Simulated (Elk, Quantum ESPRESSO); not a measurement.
TbAl₂Si₂ (P-3m1, 5 atoms in the cell) computed with different codes at matched settings

Self-consistent single point, at a second geometry (lattice scaled by 0.98). First geometry:

```
Tb(AlSi)2
1.0
    4.17879     0.00000     0.00000
   -2.08940     3.61894     0.00000
    0.00000     0.00000     6.62184
Tb Al Si
1 2 2
Direct
  0.00000   0.00000   0.00000
  0.66667   0.33333   0.35713
  0.33333   0.66667   0.64287
  0.66667   0.33333   0.73790
  0.33333   0.66667   0.26210
```
Moments meant for the start (each program seeds them in its own way; μB, in the order of the atoms Tb Al Al Si Si): 6.0 0.0 0.0 0.0 0.0.

Shared settings, as Quantum ESPRESSO writes them: occupations = smearing; smearing = fermi-dirac; degauss = 0.0073499 Ry; nspin = 2; K_POINTS = automatic 6 6 4 0 0 0. Potentials and cutoffs stand in the table.

| code | model | ΔF from the first geometry (meV/atom) | size of the net moment (μB/atom) | cutoff |
|---|---|---|---|---|
| Elk | PBEsol, all-electron FP-LAPW, Elk's shipped species files, default APW+lo basis | 13.7 | 1.14 | rgkmax 7 |
| Quantum ESPRESSO | PBEsol, SSSP 1.1.2 efficiency (PBE) pseudopotentials | 12.5 | 1.15 | 50 Ry |

On Elk's run: spin-orbit coupling is off. With one magnetic atom in the cell only a parallel order is possible. With U or open f shells several self-consistent states can exist. The f electrons are in the valence without U or exact exchange, which can misplace them near the Fermi level. Spin-orbit terms, which matter for f shells, are left out.

The spread over the programs that give each value: ΔF from the first geometry within 1.2 meV/atom; size of the net moment within 0.01 μB/atom.

Elk treats all electrons, but the usual bases taken here (sphere radii, linearisation, local orbitals, empty states) were not tested for convergence, so the values are no reference for the others.

The starting cell comes from a database of computed structures (which also holds hypothetical and non-ambient phases and stackings), without a prior relaxation at this level. For this run, on top of that: lattice scaled by 0.98.

Left out of this page: Ansatz (with a known weakness of the program).
